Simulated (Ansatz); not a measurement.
**Al: pressure series**

Start from Al in the fcc (Cu type) structure (space group Fm-3m, No. 225; a = 4.014 Å).

Cell and atoms are relaxed at each pressure.

Computed with PBEsol in Ansatz (plane waves to 420 eV, PAW, without spin-orbit coupling).

Notes on the quantities. enthalpy: H = E + PV relative to the base's energy.

| variant | volume per atom | enthalpy |
|---|---|---|
| base | 16.17 Å³ | – |
| pressure −2 GPa | 16.60 Å³ | -0.20 eV/atom |
| pressure −1 GPa | ___ | -0.10 eV/atom |
| pressure 0.9 GPa | 16.00 Å³ | +0.09 eV/atom |
| pressure 2.1 GPa | 15.78 Å³ | +0.21 eV/atom |
| pressure 4.5 GPa | ___ | +0.44 eV/atom |
| pressure 9 GPa | ___ | +0.87 eV/atom |
| pressure 15 GPa | 14.13 Å³ | +1.41 eV/atom |
| pressure 22.5 GPa | 13.48 Å³ | +2.05 eV/atom |
| pressure 30 GPa | ___ | +2.67 eV/atom |

**Question.** Some entries are withheld; estimate them.

**Answer.** 
- pressure −1 GPa, volume per atom: 16.38 Å³
- pressure 4.5 GPa, volume per atom: 15.39 Å³
- pressure 9 GPa, volume per atom: 14.78 Å³
- pressure 30 GPa, volume per atom: 12.94 Å³

Load acts through the strain it causes; cell and atoms are relaxed under it. Whether these cells are dynamically stable was not tested. No other phases were tried under pressure.

Ansatz is a program for electronic structure.
